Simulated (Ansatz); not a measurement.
Start from SiO$_{2}$ (space group P3_221, No. 154; a = 4.9490 Å, c = 5.4415 Å). Axes: x lies along a and z along c of the hexagonal cell.

The values are results of Ansatz (a program for electronic structure) PBEsol, spin-orbit coupling left out, not measurements.

For the base:

```
Quantity                       Value
-------------------  ---------------
Gap character        indirect, K → Γ
Smallest direct gap          6.03 eV
```

It is then changed as follows: tensile biaxial strain of 2.25 % in the plane normal to [001], as in epitaxy on a mismatched substrate; the out-of-plane cell vector and the atoms relax.

### Question
How does this affect the out-of-plane strain?

### Answer
The out-of-plane strain comes out as -0.31 %.

### Question
Predict the new gap character.

### Answer
The gap character is still indirect, K → Γ.

### Question
Predict the new in-plane stress.

### Answer
The mean in-plane stress (compression positive) is -1.6 GPa.

### Question
Predict the new smallest direct gap.

### Answer
The smallest direct gap decreases by 0.068 eV (6.03 eV → 5.97 eV).

No phonon test of stability was made.
